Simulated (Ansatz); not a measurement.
Structures of equal composition on the (000-1) surface of 4H silicon carbide (C plane on top): (√3x√3)R30° Ge adatom at H3; (√3x√3)R30° Ge adatom at T4. The slabs share one bottom face, and each structure is named by its start. These are constructed structures in small cells; real faces may alloy, dewet or reconstruct in larger ones, and not all known structures of the face are among them. Slabs of about 11 Å, Fermi-Dirac smearing of 0.025 eV. Bottom of the slabs: H caps. Relaxed from the named starts with such symmetry as they have, on meshes of like density; energies extrapolated to zero smearing; spin only where a row says so; no spin-orbit coupling, no U. Brackets mark spin-polarised runs, whose order is one that fits the cell. Where a second, spin-polarised start was run, the lower counts.

Level of theory: PBE (plane waves to 420 eV, PAW; Ansatz, a program for electronic structure).

Task: Put the candidates in order of energy per 1x1 cell, lowest first, for PBE.

Result: (√3x√3)R30° Ge adatom at H3 (0.000 eV [spin, 1.0 μB a cell], a narrow gap of 0.21 eV by band count), (√3x√3)R30° Ge adatom at T4 (0.023 eV [spin, 1.0 μB a cell], a narrow gap of 0.11 eV by band count)
